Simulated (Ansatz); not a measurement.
**PBE against r2SCAN: TiAl, biaxial strain −1.83 %, plane normal [001], relaxed out of plane**

Consider TiAl (space group P4/mmm, No. 123; a = 2.8239 Å, c = 4.0746 Å; relaxed with 0.1 eV smearing). Axes: x, y, z lie along a, b, c of the conventional cell.

(Cell as relaxed with PBE.)

Levels (all Ansatz, a program for electronic structure, PAW, earlier PAW set): PBE (420 eV, without spin-orbit coupling); r2SCAN (500 eV, no spin-orbit coupling).

Each level relaxes its own structure.

```csv
base,PBE,r2SCAN
volume per atom,16.25 Å³,16.07 Å³
lattice parameter a,2.824 Å,2.813 Å
band gap,zero,zero
```

Now apply this change: biaxial strain −1.83 %, plane normal [001], relaxed out of plane (Cartesian); in-plane vectors clamped, the third vector and the atoms free.

```json
[
 {"quantity": "pressure (mean of the normal stresses, compression positive)", "PBE": "2.2 GPa", "r2SCAN": "2.5 GPa"},
 {"quantity": "out-of-plane strain", "PBE": "+1.80 %", "r2SCAN": "+1.72 %"}
]
```

PBE's pressure lies 0.24 GPa below r2SCAN's; PBE's out-of-plane strain lies 0.08 % above r2SCAN's. Neither level is exact; r2SCAN is the comparison here, not a measurement.

No phonon test of stability was made. The final runs are not spin-polarised.
